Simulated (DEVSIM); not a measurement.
Structure: Si p+/n-/n+ power diode, at 300 K.

Layer 1 from the left is Si, thickness (μm) 2.00, Na (cm⁻³) 3.6e18, τn (s) 1e-8, τp (s) 3.5e-7. Layer 2 from the left is Si, thickness (μm) 4.00, Nd (cm⁻³) 7.3e15, τn (s) 3.5e-7, τp (s) 3.5e-7. Layer 3 from the left is Si, thickness (μm) 2.00, Nd (cm⁻³) 3.2e18, τn (s) 3.5e-7, τp (s) 3.5e-7.

Left contact: ohmic. Right contact: ohmic. Voltage is applied to the left contact. Recombination: SRH at mid-gap, Auger. Mobility is μmin + (μ − μmin)/(1 + (N/Nref)^α).

This is a model device: material constants are rounded textbook-type values typed into the input, and sizes, dopings and lifetimes were drawn at random. Values at 300 K.

Si: gap (eV) 1.124, affinity (eV) 4.05, permittivity 11.7, Nc (cm⁻³) 2.86e19, Nv (cm⁻³) 3.1e19, μn (cm²/Vs) 1417, μp (cm²/Vs) 470, μn,min 52, μp,min 45, Nref,n 9.7e16, Nref,p 2.2e17, αn 0.68, αp 0.72, Cn (cm⁶/s) 2.8e-31, Cp (cm⁶/s) 9.9e-32.

Simulated with DEVSIM: 1D drift-diffusion, Boltzmann statistics, complete ionisation; no tunnelling, impact ionisation, image-force lowering or self-heating.

Q: What does the simulation give for the dark forward voltage at 100 A/cm², the potential step across the device at zero bias, the dark forward voltage at 1 A/cm²?

A: dark forward voltage at 100 A/cm² 0.869 V; potential step across the device at zero bias 1.012 V; dark forward voltage at 1 A/cm² 0.709 V.
